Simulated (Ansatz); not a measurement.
The starting structures come from a database of crystals and need not be the phases stable at ambient conditions.

 Where the default PAW files enter, the runs use the earlier of Ansatz's two default sets.

Inside the gap of an insulator the Bloch states are evanescent, with a wavenumber k + iκ along the transport direction.

Input:

```xyz
4
Lattice="3.7862 0.0000 0.0000 -1.8931 3.2790 0.0000 0.0000 0.0000 6.2146" Properties=species:S:1:pos:R:3 pbc="T T T"
Al     0.0000     2.1860     0.0004
Al     1.8931     1.0930     3.1077
P      0.0000     2.1860     2.3300
P      1.8931     1.0930     5.4373
```

Space group of this cell: P6_3mc, wurtzite. The cell is strained (all lengths scaled by 0.98); by PBEsol its mean pressure is 5.8 GPa.

Transport runs along the normal of the first two printed cell vectors, the (001) plane of the conventional cell.

No gap correction and no spin-orbit coupling; mid-gap values are interpolated between computed energies.

Give the band gap and the smallest decay constant κ at mid-gap that PBEsol run with Ansatz (a program for electronic structure) yields.

Gap 1.76 eV on a 12×12×6 mesh; κ = 0.164 1/Å, at the zone centre.
